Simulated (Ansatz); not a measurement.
Amorphous Si$_{16}$O$_{24}$C$_{12}$H$_{32}$, 84 atoms at 1.35 g/cm³, one PBE-relaxed geometry, zone centre. Methods: PBE, scalar-relativistic without spin-orbit coupling (Ansatz, a quantum-chemistry and plane-wave program); r2SCAN, scalar-relativistic without spin-orbit coupling (Ansatz); HSE06, scalar-relativistic without spin-orbit coupling (Ansatz). Plane waves to 420 eV (r2SCAN 500 eV); exact exchange is cut at the cell's faces. At PBE the levels at the filled edge of the gap are localised (band-tail or defect states). The higher rungs were started with moments on some atoms, which died out.

Preparation: random packing, a CHGNet melt and quench, and a DFT relaxation. O atoms were pushed apart under 1.9 Å during the dynamics, to hinder bonds among them. The hot cell started wider than the set density and was brought back towards it in steps. It is the lowest in DFT energy of 2 quenches. It is a model cell: composition and starting density were chosen by hand, and all elements were melted together. No dispersion term was used. Its density started from a set value of 1.35 and ended at 1.35 g/cm³. Cooling (nominally 420 K/ps over its main leg) ran many orders faster than in experiment, which tends to leave more defects and strain. One small periodic cell is one sample of the glass; other quenches scatter about these values. The volume was held where the preparation left it, at a PBE pressure of -0.6 GPa (tension). Stress components on the final sampling reach 0.9 GPa. The cell holds free molecules (1 H2). Cycles of charging lowered its energy after that relaxation.

The relaxation ran on the zone centre alone. At PBE the level gap is 2.22 eV on a 2×2×2 Γ-centred mesh, and the spacing at the zone centre alone 2.26 eV.

### Question
What zone-centre spacing does r2SCAN give, roughly?

### Answer
2.59 eV (+0.33 eV against PBE).

### Question
What zone-centre spacing does HSE06 give, roughly?

### Answer
3.37 eV (+1.11 eV against PBE).

The highest filled and the lowest empty state spread over these numbers of atoms (participation numbers): PBE: 5.7 and 14.0; r2SCAN: 9.2 and 16.6; HSE06: 5.6 and 15.4.
